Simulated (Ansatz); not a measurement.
**Sr₃Sn₂O₇ (Cmcm, No. 63, 24 atoms in the cell; start mp-17743)**

Calculation: PBEsol+SOC (plane waves, PAW; Ansatz, a quantum-chemistry and plane-wave program).

Numerical settings: plane-wave cutoff 520 eV, 6×6×6 k mesh, Fermi–Dirac smearing 0.01 eV, PAW data made under PBE.

Cell (relaxed with PBEsol):

```
CELL_PARAMETERS angstrom
     10.20450    -2.90524     0.00000
     10.20450     2.90524     0.00000
      0.00000     0.00000     5.71474
ATOMIC_POSITIONS crystal
  Sr 0.24386 0.75614 0.75000
  Sr 0.75614 0.24386 0.25000
  Sr 0.42434 0.94983 0.75000
  Sr 0.57566 0.05017 0.25000
  Sr 0.94983 0.42434 0.25000
  Sr 0.05017 0.57566 0.75000
  Sn 0.84740 0.35033 0.75000
  Sn 0.15260 0.64967 0.25000
  Sn 0.35033 0.84740 0.25000
  Sn 0.64967 0.15260 0.75000
  O  0.08244 0.08244 0.50000
  O  0.91756 0.91756 0.50000
  O  0.91756 0.91756 0.00000
  O  0.08244 0.08244 0.00000
  O  0.38680 0.38680 0.00000
  O  0.61320 0.61320 0.00000
  O  0.61320 0.61320 0.50000
  O  0.38680 0.38680 0.50000
  O  0.38678 0.00852 0.25000
  O  0.61322 0.99148 0.75000
  O  0.00852 0.38678 0.75000
  O  0.99148 0.61322 0.25000
  O  0.67382 0.32618 0.75000
  O  0.32618 0.67382 0.25000
```

For Sr₃Sn₂O₇ (Cmcm, No. 63, 24 atoms in the cell; start mp-17743), the band gap is 2.46 eV (on the SCF k mesh).

Computed values are for the static lattice.

The result took very roughly 30 core-minutes.

A start named mp-… is a Materials Project structure, which need not be a measured phase.
